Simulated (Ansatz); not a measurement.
SnO2 (P4_2/mnm), r2SCAN, rigid bands run with Ansatz (a program for electronic structure): N_c = 2.40e18 cm⁻³ at 300 K and an electron conductivity mass of 0.233 mₑ along x (a = (4.77, 0.00, 0.00) Å; b = (0.00, 4.77, 0.00) Å; c = (0.00, 0.00, 3.21) Å).

Problem. For 1e16 electrons per cm³ at 300 K, place the Fermi level, estimate the Seebeck coefficient of a parabolic band with constant τ, and give mobility and conductivity for τ = 10 fs.

Solution. The level lies k_BT ln(N_c/n) = 0.142 eV below the conduction-band minimum. S ≈ −(k_B/e)[ln(N_c/n) + 5/2] = -688 μV/K, against -691 μV/K from the full bands (mean over directions). μ = eτ/m = 75.5 cm²/(V·s) and σ = neμ = 0.121 S/cm. τ is assumed, not computed.

Band transport and this doping are assumed; polarons and phonon drag are left out. Spin-orbit coupling is left out. Geometry: cell and atoms relaxed with PBEsol.
